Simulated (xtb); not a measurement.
xtb 6.7.1, GFN1-xTB: Cc1csc(-c2cccc(-c3sccc3C)c2)c1, 32 atoms. The geometry is a generated start, not checked to be a minimum at this level.

```yaml
method: GFN1-xTB
"--acc": 1 (default)
"--etemp (K)": 300 (default)
detailed input (--input): "none: ANC optimiser, Lindh (1995) Hessian, microcycle=20, maxdispl=1.0, hlow=0.01 (default)"
basis_functions: 112
valence_electrons: 90
```

The structure is relaxed from this start with --opt LEVEL for the levels crude, sloppy, loose, lax, normal, tight, vtight, extreme, once each. Up to the end of the extreme run atoms move by at most 1.2 Å along an axis.

Choose the cheapest level whose final energy lies within 1 meV of that of extreme.

normal: 33 cycles against 68, ending 0.47 meV above.

```csv
level,cycles,energy above the extreme run (meV),gradient norm (eV/Å)
crude,4,120,0.37
sloppy,16,12,0.26
loose,19,7.2,0.20
lax,24,3.1,0.086
normal,33,0.47,0.018
tight,39,0.22,0.0084
vtight,51,0.094,0.0098
extreme,68,—,0.0024
```
